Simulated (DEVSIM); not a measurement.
Device: Ge n+/n-/n+ resistor, at 400 K.

```tsv
layer (left to right)	material	thickness (μm)	Nd (cm⁻³)	τn (s)	τp (s)
1	Ge	0.110	4e18	1.2e-5	1.2e-5
2	Ge	0.210	3.7e14	1.2e-5	1.2e-5
3	Ge	0.140	1.4e17	1.2e-5	1.2e-6
```

Left contact: ohmic. Right contact: ohmic. Voltage is applied to the left contact. Recombination: SRH at mid-gap, radiative. Mobility is μmin + (μ − μmin)/(1 + (N/Nref)^α).

Constants are typed, rounded textbook-type inputs, not results; the design itself was drawn at random and stands for no fabricated device. Values at 300 K; Nc and Nv go as T^1.5, mobilities as T to minus their exponent, the gap by Varshni's rule with the affinity fixed.

```tsv
parameter	Ge
gap (eV)	0.664
affinity (eV)	4
permittivity	16
Nc (cm⁻³)	1.04e19
Nv (cm⁻³)	6e18
μn (cm²/Vs)	3900
μp (cm²/Vs)	1900
μn,min	150
μp,min	100
Nref,n	2.6e17
Nref,p	4e17
αn	0.56
αp	0.6
T exponent of μn	1.66
T exponent of μp	2.33
B (cm³/s)	6.4e-14
Varshni α (eV/K)	0.000477
Varshni β (K)	235
```

DEVSIM, 1D drift-diffusion, Boltzmann statistics, complete ionisation; no tunnelling, impact ionisation, image-force lowering or self-heating.

Task: Give the dark forward current.

Result: 
(V (V), J (A/cm²)): (0.05, 13000); (0.20, 55000); (0.35, 100000); (0.50, 160000); (0.65, 230000); (0.80, 290000); (0.95, 370000); (1.10, 450000); (1.25, 530000); (1.40, 620000); (1.55, 710000); (1.70, 800000); (1.85, 900000); (2.00, 1000000)
